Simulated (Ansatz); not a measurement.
## A computed series for hypothetical zinc blende PbTe: alloy series

The reference is PbTe in the zinc blende structure (space group F-43m, No. 216; a = 7.2844 Å; a hypothetical phase, not in the database extracts checked).

The other end (x = 1) is PbSe in the zinc blende structure (space group F-43m, No. 216; a hypothetical phase, not in the database extracts checked): 40.10 Å³/atom, gap 0.79 eV; this end may not be an ambient phase.

Se replaces a fraction x of Te; each row is one arrangement (x, atoms in the cell, starting space group or random), fully relaxed.

Calculations: r2SCAN, PAW, 500 eV (Ansatz, a first-principles code; no SOC).

Notes on the quantities. deviation of the volume from the linear: Vegard-type) interpolation; bowing parameter b of this ordering: Eg = [1−x] Eg[0] + x Eg[1] − b x [1−x]; mixing energy: against an end that may be hypothetical; gap character: in this cell's own zone, which can be folded.

```json
[
 {"change": "base", "deviation of the volume from the linear": "–", "bowing parameter b of this ordering": "–", "mixing energy": "–", "gap character": "–", "density": "5.75 g/cm³"},
 {"change": "x(Se) = 0.25, 8 atoms, I-42m", "deviation of the volume from the linear": "-0.4 %", "bowing parameter b of this ordering": "0.6 eV", "mixing energy": "+1 meV/atom", "gap character": "indirect, Γ → M", "density": "5.81 g/cm³"},
 {"change": "x(Se) = 0.25, 8 atoms, P-43m", "deviation of the volume from the linear": "-0.4 %", "bowing parameter b of this ordering": "0.6 eV", "mixing energy": "+1 meV/atom", "gap character": "indirect, X → Γ", "density": "5.81 g/cm³"},
 {"change": "x(Se) = 0.333, 6 atoms, Imm2", "deviation of the volume from the linear": "?", "bowing parameter b of this ordering": "-0.8 eV", "mixing energy": "?", "gap character": "?", "density": "7.90 g/cm³"},
 {"change": "x(Se) = 0.5, 8 atoms, Pmn2_1", "deviation of the volume from the linear": "-26.2 %", "bowing parameter b of this ordering": "-0.4 eV", "mixing energy": "-0.226 eV/atom", "gap character": "direct at X", "density": "7.90 g/cm³"},
 {"change": "x(Se) = 0.5, 8 atoms, P-4m2", "deviation of the volume from the linear": "-13.2 %", "bowing parameter b of this ordering": "2.0 eV", "mixing energy": "-16 meV/atom", "gap character": "indirect, M → k = (0.167, 0.167, 0) in the run's primitive reciprocal basis", "density": "6.72 g/cm³"},
 {"change": "x(Se) = 0.667, 6 atoms, I-4m2", "deviation of the volume from the linear": "-0.6 %", "bowing parameter b of this ordering": "0.5 eV", "mixing energy": "+1 meV/atom", "gap character": "indirect, P → M", "density": "5.90 g/cm³"}
]
```

Complete the table.


- x(Se) = 0.333, 6 atoms, Imm2, deviation of the volume from the linear: -26.6 %
- x(Se) = 0.333, 6 atoms, Imm2, mixing energy: -0.228 eV/atom
- x(Se) = 0.333, 6 atoms, Imm2, gap character: direct at S

These are small ordered cells, not random alloys; other orderings at the same x differ. Spin-orbit coupling, missing from the scalar runs, can matter with Pb and Te. No phonon test of stability was made. Under x(Se) = 0.333, 6 atoms, Imm2, x(Se) = 0.5, 8 atoms, Pmn2_1 and x(Se) = 0.5, 8 atoms, P-4m2 the cell changed shape so far that it is another structure. k-point labels follow each cell's own Brillouin zone.
